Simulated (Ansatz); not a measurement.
A relaxation of the atoms of SrIn₂Pt (P1, 8 atoms in the cell) with Ansatz (an electronic-structure program).

Method: LDA (PW92), harder PAW files (source: ansatz) made with PBE (plane waves; Ansatz).

The change in words: atoms moved at random; relax: default → atoms; relax.f_tol: default → 0.03 eV/Å. Reference geometry:
```
CELL_PARAMETERS angstrom
      2.25353    -5.49007     0.00000
      2.25353     5.49007     0.00000
      0.00000     0.00000     7.96516
ATOMIC_POSITIONS crystal
  Sr 0.93838 0.06162 0.75000
  Sr 0.06162 0.93838 0.25000
  In 0.65272 0.34728 0.94584
  In 0.34728 0.65272 0.05416
  In 0.34728 0.65272 0.44584
  In 0.65272 0.34728 0.55416
  Pt 0.21968 0.78032 0.75000
  Pt 0.78032 0.21968 0.25000
```

Reference input (self-consistent single point, DFT, LDA (PW92), plane waves, harder PAW files (source: ansatz) made with PBE): basis.ecutwfc = 710 eV; kpoints.mp_grid.grid = 6 6 3; kpoints.mp_grid.shift = 0.5 0.5 0.5; hamiltonian.xc = lda; hamiltonian.pseudopotentials = {kind: paw, source: ansatz}; scf.occupations.method = cold; scf.occupations.width = 0.1 eV. This run's input differs from it in these lines:

Ansatz 0.2 input:
```diff
@@ -7,10 +7,10 @@
   atoms:
-    - { symbol: Sr, position: [0.938380, 0.061620, 0.750000] }
-    - { symbol: Sr, position: [0.061620, 0.938380, 0.250000] }
-    - { symbol: In, position: [0.652720, 0.347280, 0.945840] }
-    - { symbol: In, position: [0.347280, 0.652720, 0.054160] }
-    - { symbol: In, position: [0.347280, 0.652720, 0.445840] }
-    - { symbol: In, position: [0.652720, 0.347280, 0.554160] }
-    - { symbol: Pt, position: [0.219680, 0.780320, 0.750000] }
-    - { symbol: Pt, position: [0.780320, 0.219680, 0.250000] }
+    - { symbol: Sr, position: [0.943514, 0.067943, 0.742570] }
+    - { symbol: Sr, position: [0.084216, 0.930999, 0.238681] }
+    - { symbol: In, position: [0.648720, 0.353686, 0.954528] }
+    - { symbol: In, position: [0.352779, 0.668591, 0.045993] }
+    - { symbol: In, position: [0.328683, 0.631563, 0.454952] }
+    - { symbol: In, position: [0.658465, 0.349636, 0.551168] }
+    - { symbol: Pt, position: [0.213689, 0.776899, 0.755634] }
+    - { symbol: Pt, position: [0.769935, 0.220683, 0.256473] }
 basis:
@@ -24,2 +24,4 @@
   occupations: { method: cold, width: 0.1 }
+relax:
+  f_tol: 0.03
 output:
```

Log, with long lists cut:

```
   [... SCF lines of the steps left out ...]
relax step   1: F+E_penalty+E_count = -66745.40598514 eV  Δ(F+E_penalty+E_count) = +0.000e0 eV  max|allowed force component| = 8.088e-1 eV/Å  Δτ_max = 0.0000 Å  (8 SCF iters, dr2 threshold 2.25e-5 eV, accepted)
relax step   2: F+E_penalty+E_count = -66745.60609507 eV  Δ(F+E_penalty+E_count) = -2.001e-1 eV  max|allowed force component| = 2.161e-1 eV/Å  Δτ_max = 0.1950 Å  (7 SCF iters, dr2 threshold 4.09e-5 eV, accepted)
relax step   3: F+E_penalty+E_count = -66745.62296014 eV  Δ(F+E_penalty+E_count) = -1.687e-2 eV  max|allowed force component| = 4.322e-2 eV/Å  Δτ_max = 0.0399 Å  (6 SCF iters, dr2 threshold 2.92e-6 eV, accepted)
relax step   4: F+E_penalty+E_count = -66745.62352141 eV  Δ(F+E_penalty+E_count) = -5.613e-4 eV  max|allowed force component| = 6.307e-3 eV/Å  Δτ_max = 0.0146 Å  (6 SCF iters, accepted)
Stability not checked (fill_not_monotonic)
Free energy (F): -66745.623521 eV
Internal energy: -66745.614612 eV  (E = F + TS)
E sigma→0 (E₀):  -66745.620552 eV
Entropy (-TS):   -0.008910 eV (-1.114 meV/atom)
Fermi energy:    12.724689 eV
--- Forces (eV/Å), atoms counted from 1 ---
  atom   1  Sr    -0.00011756    -0.00506679    -0.00051706
  atom   2  Sr     0.00009506     0.00514656     0.00040836
  atom   3  In     0.00023055    -0.00318501    -0.00269472
  atom   4  In     0.00015110     0.00249899     0.00250244
  atom   5  In    -0.00016067     0.00281511    -0.00230874
  atom   6  In    -0.00052003    -0.00238814     0.00253483
   [... lines left out ...]
    - { symbol: In, position: [0.3446792150933746, 0.6553545037162363, 0.4450182619663991] }
    - { symbol: In, position: [0.65538555679644, 0.34466290493019325, 0.5549744241036169] }
    - { symbol: Pt, position: [0.22130344262311663, 0.7786590473429282, 0.7499696858353616] }
    - { symbol: Pt, position: [0.7786892392282845, 0.2213255564560917, 0.25001693881440495] }
```

The run converged. 

Summary of the result:
- Free energy E − TS (on the zero of these files): -66745.6235 eV
- Fermi level (on the code's own zero): 12.72 eV
- Pressure: -3.98 GPa
- Largest force (vector length): 0.006 eV/Å
- Relaxation steps: 4

The starting cell comes from a database of computed structures (which also holds hypothetical and non-ambient phases and stackings), without a prior relaxation at this level. For this run, on top of that: atoms moved at random. Spin polarisation is off. Ansatz's pressure includes its estimate of the finite-basis (Pulay) stress.

Cost on one core of a shared machine: roughly 6 min.
